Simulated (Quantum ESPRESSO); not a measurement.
Quantum ESPRESSO 7.5, DFT, PBE, plane waves, SSSP 1.1.2 efficiency PBE: rock-salt NiO (type II order), antiferromagnetic, atoms displaced, 4 atoms, spin-polarised from an antiferromagnetic start (nspin = 2, starting_magnetization ±0.2 on Ni). Basis and mesh were picked for this test and aren't claimed converged.

| Quantity | Value |
|---|---|
| cell | 5.12, 5.12, 5.12 Å; 33.6, 33.6, 33.6° |
| distance to the nearest atom | 1.94 to 2.02 Å |
| task | scf |
| k mesh | 5×5×5 |
| ecutwfc | 45 Ry |
| ecutrho | 360 Ry |
| occupations | smearing |
| smearing | gaussian |
| degauss | 0.005 Ry |
| conv_thr | 4e-09 Ry |
| tprnfor | true |
| tstress | false |
| k-point pools (-nk) | 8 |
| diagonalization | david (default) |
| k-points computed (for each spin) | 63 |
| bands | 29 |
| electrons | 48 |
| G-vectors of the density | 28405 |
| FFT grid | 60×60×60 |

Settings of this run: mixing_mode = TF, mixing_beta = 0.1, mixing_ndim = 8; 8 ranks.

```tsv
SCF iteration	band solver's avg # of iterations (first pass)	estimated scf accuracy (Ry)
1	3.6	64.55767531
2	2.0	35.90398703
3	3.8	5.75782385
4	1.0	1.85317880
5	1.0	0.89764361
6	1.2	0.15039870
7	1.7	0.04171255
8	2.5	0.01986527
9	2.4	0.00344316
10	3.8	0.00333735
11	1.1	0.00109605
12	2.0	0.00019632
13	1.4	0.00008300
14	1.9	0.00003464
15	2.0	0.00003047
16	2.0	0.00000495
17	1.2	0.00000313
18	2.0	0.00000072
19	1.0	0.00000042
20	2.0	0.00000027
21	1.0	0.00000018
22	2.0	0.00000005
23	1.0	0.00000005
24	1.8	0.00000002
25	1.7	0.00000001
26	2.0	8.5E-10
```

It converged after 26 SCF iterations.

Q: Which change of one setting makes this cycle converge in far fewer steps?

A: This is not unique; one that fits is mixing_beta = 0.4 (14 SCF iterations), all else kept. The other changes of this size gave: mixing_beta = 0.7 (17); mixing_beta = 1 (17); mixing_beta = 0.2 (18); mixing_mode = local-TF (20); mixing_mode = plain (21). The first change moves the result by: energy equal as printed, forces (largest component) 1.7 meV/Å, absolute magnetization equal as printed. Counts are of single runs.
